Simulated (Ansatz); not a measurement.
**Nb (Im-3m): band-structure transport figures**

Here is the system:

```xyz
1
Lattice="-1.6303 1.6303 1.6303 1.6303 -1.6303 1.6303 1.6303 1.6303 -1.6303" Properties=species:S:1:pos:R:3 pbc="T T T"
Nb     0.0000     0.0000     0.0000
```

The numbers are results of PBEsol, rigid bands (plane waves, PAW, scalar-relativistic; Ansatz, a program for electronic structure), not measurements. Condition of this run: hydrostatic pressure 2 GPa (the target of the relaxation). Geometry: cell and atoms relaxed with PBEsol, then loaded as said.

- density of states at the Fermi level: 1.40 states/(eV·cell), both spins
- bare Sommerfeld coefficient: 3.3 mJ/(mol of atoms·K²)
- Drude plasma energy: 9.5 eV
- root-mean-square Fermi velocity: 6.5e5 m/s
- resistivity times τ: 5.4 ×10⁻²² Ω·m·s
- resistivity times mean free path: 3.8 ×10⁻¹⁶ Ω·m²

A metal at this level (no band gap); rigid bands, thermally averaged at 300 K, both spins. Spin-orbit coupling is left out. τ is one relaxation time for all states; the product of resistivity and mean free path takes one path for all states instead.
